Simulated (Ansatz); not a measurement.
Consider MgI$_{2}$ in the CdI2 type structure (space group P-3m1, No. 164; a = 4.124 Å, c = 6.831 Å; layered, stacked along the Cartesian z axis). Axes: x lies along a and z along c of the hexagonal cell.

Calculations: DFT with PBE-D3(BJ), PAW potentials and a 420 eV plane-wave cutoff in Ansatz (an electronic-structure program), no SOC.

Base values:

- Gap character = indirect, Γ → L–M (40 % along)
- Valence-band top at Γ = 0.00, -0.04, -0.04 eV

Now apply this change: tensile biaxial strain of 3.00 % in the plane normal to [001], as in epitaxy on a mismatched substrate; the out-of-plane cell vector and the atoms relax.

### Question
How does this affect the gap character?

### Answer
The gap character stays indirect, Γ → L–M (40 % along).

### Question
What does the calculation give for the valence-band top at Γ after the change?

### Answer
The valence-band top at Γ (three highest levels, from the VBM) goes from 0.00, -0.04, -0.04 eV to 0.00, -0.36, -0.36 eV.

Spin-orbit coupling, missing from the scalar runs, can matter with I. Stability against distortions was not tested.
